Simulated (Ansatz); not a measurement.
Q: Name crystals whose resistivity at 300 K lies between 14 and 22 μΩ·cm and whose mean free path at 300 K lies between 5.9 and 9.2 nm, by PBEsol, DFPT electron-phonon coupling, linearised Boltzmann equation (Ansatz, an electronic-structure program).

A: Many crystals can fit; among those computed here:
- LaTl3 (Pm-3m): 20 μΩ·cm, 7.2 nm
- InTe (Fm-3m): 18.8 μΩ·cm, 6.6 nm
- CoTe (P6_3/mmc): 18.0 μΩ·cm, 6.0 nm
- IrSn2 (Fm-3m): 16.3 μΩ·cm, 8.1 nm
- LuTl3 (Pm-3m): 15.8 μΩ·cm, 7.3 nm

Metals; harmonic phonons alone scatter; means over directions. The mean free path is weighted by the current that each state carries. Halving the electron mesh moves these values by up to 9 %; q meshes are mostly untested. Some of the runs warned that the eigensolver left states short of its tolerance. Spin-orbit coupling is left out.

Formula and space group known from diffraction (Crystallography Open Database), not checked to be the room-temperature form: CoTe (P6_3/mmc), InTe (Fm-3m), IrSn2 (Fm-3m), LaTl3 (Pm-3m), LuTl3 (Pm-3m). Treated as nonmagnetic (a ferromagnetic start lost its moment, other orders weren't tried): CoTe (P6_3/mmc). The missing spin-orbit coupling matters most for IrSn2 (Fm-3m), LaTl3 (Pm-3m), LuTl3 (Pm-3m).
